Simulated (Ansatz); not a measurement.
CsCl-type CoAl, treated with PBE0-D3(BJ) (plane waves, PAW; Ansatz, a program for electronic structure).

Numerical settings: plane-wave cutoff 460 eV, 10×10×10 k mesh, Fermi–Dirac smearing 0.05 eV, no spin polarisation, scalar-relativistic PAW data made under PBE.

Cell (relaxed at this level):

Space group Pm-3m (No. 221); a = 2.776 Å, b = 2.776 Å, c = 2.776 Å, α = 90.00°, β = 90.00°, γ = 90.00°

```tsv
atom	site	symmetry	x	y	z
Al	1b	m-3m	0.5000	0.5000	0.5000
Co	1a	m-3m	0.0000	0.0000	0.0000
```

Question: Give the computed bulk modulus and pressure derivative B′ of the bulk modulus.

Answer: 
- bulk modulus = 223 GPa
- pressure derivative B′ of the bulk modulus = 4.1

Measured, for comparison: bulk modulus 162 GPa (room temperature, not corrected to a static lattice; as tabulated in Yamada et al. (2019), arXiv:1910.09660). Computed (rounded) less measured: bulk modulus +38 %.

Note: the run has no spin polarisation, so it can have missed a magnetic state.

It cost roughly 8 core-minutes of CPU time.
